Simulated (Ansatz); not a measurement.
The starting structures come from a database of crystals and need not be the phases stable at ambient conditions.

The decay constant κ of evanescent states in the gap governs leakage through a thin film.

Given:

```
CuHgIS
1.0
    7.08468     0.00000     0.00000
    0.00000     7.21020     0.00000
    0.00000     0.00000     8.51179
Cu Hg S I
4 4 4 4
Direct
  0.70388   0.91864   0.36028
  0.20388   0.08136   0.63972
  0.20388   0.58136   0.86028
  0.70388   0.41864   0.13972
  0.81539   0.96798   0.95179
  0.31539   0.03202   0.04821
  0.31539   0.53202   0.45179
  0.81539   0.46798   0.54821
  0.12436   0.88699   0.84080
  0.62436   0.11301   0.15920
  0.62436   0.61301   0.34080
  0.12436   0.38699   0.65920
  0.58990   0.08612   0.62225
  0.08990   0.91388   0.37775
  0.08990   0.41388   0.12225
  0.58990   0.58612   0.87775
```

Space group of this cell: Pna2_1. The cell is taken as given; by r2SCAN its mean pressure is -1.4 GPa.

Transport runs along the normal of the first two printed cell vectors.

The gap is the functional's own, uncorrected, and κ follows it; spin-orbit coupling is left out. Mid-gap values are interpolated between the computed energies.

Q: Estimate the band gap and the smallest decay constant κ at mid-gap that r2SCAN in Ansatz (a quantum-chemistry and plane-wave program) returns for this system.

A: Gap 0.66 eV on a 4×4×4 mesh; κ = 0.102 1/Å, at the zone centre.
